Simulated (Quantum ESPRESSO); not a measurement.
**Several settings converged on VIr3 (P4mm, 4 atoms in the cell)**

```yaml
crystal:
  lattice:
    - [3.79774, 0.00000, 0.00000]
    - [0.00000, 3.79774, 0.00000]
    - [0.00000, 0.00000, 3.79774]
  atoms:
    - { symbol: V, position: [0.00000, 0.00000, 0.01317] }
    - { symbol: Ir, position: [0.50000, 0.50000, 0.00000] }
    - { symbol: Ir, position: [0.00000, 0.50000, 0.50000] }
    - { symbol: Ir, position: [0.50000, 0.00000, 0.50000] }
```

Base method: LDA (PZ), GBRV 1.5 ultrasoft (LDA) pseudopotentials (plane waves; Quantum ESPRESSO).

Base settings: ecutwfc = 50 Ry; ecutrho = 400 Ry; occupations = smearing; smearing = gauss; degauss = 0.0073499 Ry; potentials = {V: v_lda_v1.4.uspp.F.UPF, Ir: ir_lda_v1.2.uspp.F.UPF}; K_POINTS = automatic 3 3 3 0 0 0; conv_thr = 1e-10 Ry.

The count of work is k-points × plane waves × bands × iterations; it is no time. Core times come from one kind of shared machine, to one figure; runs under 30 s give none.

**The plane-wave cutoff**

Moved along: ecutrho.

The second cell is the first with its lattice scaled by 0.98.

The mesh stays at the base's, so the ladder's end is converged at best in this setting alone.

Only quantities that move along the ladder and can be compared are tabulated.

| ecutwfc | free energy less the last step's (meV/atom) | energy of the compressed cell less the first (meV/atom) | pressure (GPa) | largest difference of a force vector from the last step's (eV/Å) | count of work / last |
|---|---|---|---|---|---|
| 17.5 Ry | 7710.28 | -123.48 | -420.30 | 0.984 | 0.036 |
| 20 Ry | 2525.75 | 164.42 | -171.42 | 0.292 | 0.052 |
| 25 Ry | 396.82 | 19.26 | -31.87 | 0.096 | 0.096 |
| 28 Ry | 185.55 | 24.94 | -13.27 | 0.017 | 0.12 |
| 45 Ry | 43.22 | 28.63 | -5.81 | 0.000 | 0.22 |
| 50 Ry | 40.47 | 28.82 | -6.06 | 0.000 | 0.26 |
| 60 Ry | 25.40 | 28.96 | -6.33 | 0.000 | 0.34 |
| 120 Ry | 0.00 | 28.73 | -6.49 | 0.000 | 1.0 |

Coarsest ecutwfc that holds the pressure within 1 GPa of the last step, with all finer ones: 45 Ry, at 0.22 of the last step's count of work; the step before is off by 6.8 GPa.

Coarsest ecutwfc that holds the forces within 0.02 eV/Å of the last step, with all finer ones: 28 Ry, at 0.12 of the last step's count of work; the step before is off by 0.096 eV/Å.

Coarsest ecutwfc that holds the free energy within 5 meV/atom: not settled: the last two steps still differ by 25 meV/atom, over half the tolerance, so the ladder does not show it.

At the lowest cutoff the pressure lies 414 GPa under the last step's, the usual sign of Pulay stress in an incomplete plane-wave basis.

**The cutoff for other potential files**

Level: DFT, LDA (PZ), plane waves, PSlibrary PAW (LDA) pseudopotentials.

In this ladder: pseudopotentials = {V: V.pz-spn-kjpaw_psl.1.0.0.UPF, Ir: Ir.pz-n-kjpaw_psl.1.0.0.UPF}. Moved along: ecutrho.

The second cell is the first with its lattice scaled by 0.98.

The mesh stays at the base's, so the ladder's end is converged at best in this setting alone.

Only quantities that move along the ladder and can be compared are tabulated.

| ecutwfc | free energy less the last step's (meV/atom) | energy of the compressed cell less the first (meV/atom) | pressure (GPa) | largest difference of a force vector from the last step's (eV/Å) | count of work / last | core time / last (rough) |
|---|---|---|---|---|---|---|
| 25 Ry | 3828.44 | 19.32 | -190.69 | 0.399 | 0.17 | 0.2 |
| 30 Ry | 1103.63 | 42.09 | -67.52 | 0.020 | 0.20 | 0.2 |
| 38 Ry | 138.28 | 36.57 | -15.33 | 0.036 | 0.22 | 0.2 |
| 47 Ry | 26.04 | 32.22 | -5.79 | 0.002 | 0.33 | 0.3 |
| 55 Ry | 20.70 | 32.32 | -5.40 | 0.001 | 0.37 | 0.4 |
| 66 Ry | 9.03 | 32.36 | -5.66 | 0.001 | 0.47 | 0.4 |
| 82 Ry | 1.79 | 32.16 | -5.17 | 0.000 | 0.64 | 0.4 |
| 110 Ry | 0.00 | 32.14 | -5.20 | 0.000 | 1.0 | 1 |

Coarsest ecutwfc that holds the energy of the compressed cell less the first within 0.2 meV/atom of the last step, with all finer ones: 82 Ry, at about 0.4 of the last step's time; the step before is off by 0.23 meV/atom.

Coarsest ecutwfc that holds the pressure within 0.1 GPa of the last step, with all finer ones: 82 Ry, at about 0.4 of the last step's time; the step before is off by 0.47 GPa.

Coarsest ecutwfc that holds the free energy within 5 meV/atom of the last step, with all finer ones: 82 Ry, at about 0.4 of the last step's time; the step before is off by 9.0 meV/atom.

At the lowest cutoff the pressure lies 185 GPa under the last step's, the usual sign of Pulay stress in an incomplete plane-wave basis.

**The relaxed cell against the cutoff**

On VIr3 (Pm-3m, 4 atoms in the cell): atoms on their sites.

In this ladder: calculation = vc-relax; tprnfor = default; tstress = default. Moved along: ecutrho.

The mesh stays at the base's, so the ladder's end is converged at best in this setting alone.

Only quantities that move along the ladder and can be compared are tabulated.

| ecutwfc | relaxed volume (Å³/atom) | relaxation steps | core time / last (rough) |
|---|---|---|---|
| 25 Ry | 12.898 | 2 | 0.1 |
| 30 Ry | 13.339 | 3 | 0.1 |
| 35 Ry | 13.392 | 3 | 0.2 |
| 42 Ry | 13.459 | 3 | 0.3 |
| 50 Ry | 13.457 | 3 | 0.3 |
| 60 Ry | 13.451 | 3 | 0.5 |
| 75 Ry | 13.469 | 3 | 0.6 |
| 100 Ry | 13.471 | 3 | 1 |

Coarsest ecutwfc that holds the relaxed volume within 0.027 Å³/atom of the last step, with all finer ones: 42 Ry, at about 0.3 of the last step's time; the step before is off by 0.079 Å³/atom.

At the lowest cutoff the cell relaxes to a volume 4.3 % smaller than at the highest.

On the base run: the starting cell comes from a database of computed structures (which also holds hypothetical and non-ambient phases and stackings), without a prior relaxation at this level. Its lattice was rescaled by up to half a per cent. One atom was moved a little off its site on purpose. Spin polarisation is off. Without a gap this mesh is coarse (it stands for a supercell whose shortest vector is 11 Å).
